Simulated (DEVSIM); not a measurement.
System: illuminated Si n-on-p cell, one wavelength, with a back-surface field, at 350 K.

```tsv
layer (left to right)	material	thickness (μm)	Nd (cm⁻³)	Na (cm⁻³)	τn (s)	τp (s)	absorption coefficient (cm⁻¹)
1	Si	0.0790	3.4e18	-	5.5e-6	0.00012	520
2	Si	83.0	-	2.7e15	0.0005	0.0005	520
3	Si	0.470	-	3.8e18	0.0005	0.0005	520
```

Left contact: ohmic, minority hole recombination velocity 100 cm/s. Right contact: ohmic, minority electron recombination velocity 1e6 cm/s. Voltage is applied to the left contact. Recombination: SRH at mid-gap, radiative, Auger. Light enters at the left, 1.4e17 photons cm⁻² s⁻¹, one pass, no reflection. Mobility is constant in doping. Where it depends on doping, it is μmin + (μ − μmin)/(1 + (N/Nref)^α).

The device is made up for the run: typed textbook-type constants, with dimensions and the other settings drawn at random. Values at 300 K; Nc and Nv go as T^1.5, mobilities as T to minus their exponent, the gap by Varshni's rule with the affinity fixed. The table also holds parameters that only a changed run uses.

```
parameter               Si
----------------  --------
gap (eV)             1.124
affinity (eV)         4.05
permittivity          11.7
Nc (cm⁻³)          2.86e19
Nv (cm⁻³)           3.1e19
μn (cm²/Vs)           1417
μp (cm²/Vs)            470
μn,min                  52
μp,min                  45
Nref,n              9.7e16
Nref,p              2.2e17
αn                    0.68
αp                    0.72
T exponent of μn       2.3
T exponent of μp       2.2
B (cm³/s)          4.7e-15
Cn (cm⁶/s)         2.8e-31
Cp (cm⁶/s)         9.9e-32
Varshni α (eV/K)  0.000473
Varshni β (K)          636
```

DEVSIM, 1D drift-diffusion, Boltzmann statistics, complete ionisation; no tunnelling, impact ionisation, image-force lowering or self-heating.

Base results: fill factor 0.77; share of generated pairs collected at short circuit 0.985; dark forward voltage at 100 A/cm² (V) 0.784; largest power (mW/cm²) 8.19.

Problem. What follows from this one change: doping Na of layer 3 3.8e+18 → 3.8e+17 cm^-3?

Solution. fill factor 0.77 → 0.76; share of generated pairs collected at short circuit 0.985 → 0.910; dark forward voltage at 100 A/cm² 0.784 → 0.761 V; largest power 8.19 → 6.54 mW/cm².

Problem. What follows from this one change: doping-dependent mobility in place of the constant one?

Solution. fill factor 0.77 → 0.78; share of generated pairs collected at short circuit 0.985 → 0.996; dark forward voltage at 100 A/cm² 0.784 → 0.813 V; largest power 8.19 → 9.16 mW/cm².
